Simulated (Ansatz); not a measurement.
## CdS under a change: Cd → Re

Base system: CdS in the zinc blende structure (space group F-43m, No. 216; a = 5.9271 Å).

Now apply this change: Re takes the place of Cd on all its sites; the structure is relaxed again.

Method: plane-wave PAW DFT at the PBE level (Ansatz, a program for electronic structure, 420 eV), no SOC, earlier PAW set. Settings: 15×15×15 k-points, 0.05 eV Fermi–Dirac smearing, for the changed cell.

The volume per atom shrinks by 8.07 Å³, from 26.03 Å³ to 17.96 Å³ and the density goes up by 5.48 g/cm³ (4.61 g/cm³ → 10.09 g/cm³). The lattice parameter a drops by 69.0 pm, from 592.7 pm to 523.7 pm and the band gap becomes zero (base: 1.04 eV).

No phonon test of stability was made. As relaxed here, ReS is a hypothetical phase, not in the database extracts checked. All final runs are without spin polarisation. An odd electron count without spin: ReS. ReS has a high density of states at the Fermi level and may be magnetic at this level.
